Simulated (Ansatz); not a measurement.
Consider the following.

End structure of the (111)A surface of zinc-blende CdTe, Cd-terminated, 2x2 with 2 Cl on 4 top atoms (bottom of the slab: 2 H on 4 bottom sites):

```xyz
36
Lattice="9.3621 0.0000 0.0000 -4.6810 8.1078 0.0000 0.0000 0.0000 33.0000" Properties=species:S:1:pos:R:3 pbc="T T T"
Te    -0.0396     0.0227    10.2797
Te     4.7089    -0.0165     9.6379
Te    -2.3123     4.0374     9.6393
Te     2.3010     4.0766    10.2816
Cd     2.5653     1.2212    10.8922
Cd     6.7353     1.5156    10.8908
Cd    -0.2866     5.5710    10.8922
Cd     4.9060     5.2754    10.8930
Te     2.3405     1.3513    13.7562
Te     7.0216     1.3513    13.7562
Te     0.0000     5.4052    13.7562
Te     4.6810     5.4052    13.7562
Cd     0.0000     2.7026    14.7117
Cd     4.6810     2.7026    14.7117
Cd    -2.3405     6.7565    14.7117
Cd     2.3405     6.7565    14.7117
Te     0.0041     2.7087    17.5670
Te     4.6814     2.7111    17.5698
Te    -2.3402     6.7461    17.5861
Te     2.3445     6.7433    17.5829
Cd     0.0024     0.0131    18.5243
Cd     4.6831     0.0137    18.5171
Cd    -2.3387     4.0360    18.5588
Cd     2.3433     4.0345    18.5663
Te     0.0013     0.0646    21.3943
Te     4.6841     0.0649    21.3888
Te    -2.3377     3.9133    21.4285
Te     2.3421     3.9145    21.4346
Cd     2.3442     1.1497    22.6669
Cd     7.0222     1.1513    22.6687
Cd     0.0011     5.4263    21.7445
Cd     4.6843     5.4248    21.7447
H      0.0468    -0.0261     8.6079
H      2.3878     4.0253     8.6099
Cl     2.3449     1.4811    24.9864
Cl     7.0215     1.4963    24.9862
```

Model: 36-atom slab, 16.6 Å thick at the start with caps and adatoms, 3x3x1 mesh, Fermi-Dirac 0.025 eV, dipole correction, 8 atoms held, the rest relaxed; no symmetry held; no spin, no spin-orbit, no U. It is one candidate, not shown to be the stable structure of the face.

What is the computed gap of the slab on its k-mesh (PBE in Ansatz, a program for electronic structure)?

0.99 eV

What is the computed highest filled level below the top vacuum level (PBE)?

7.39 eV
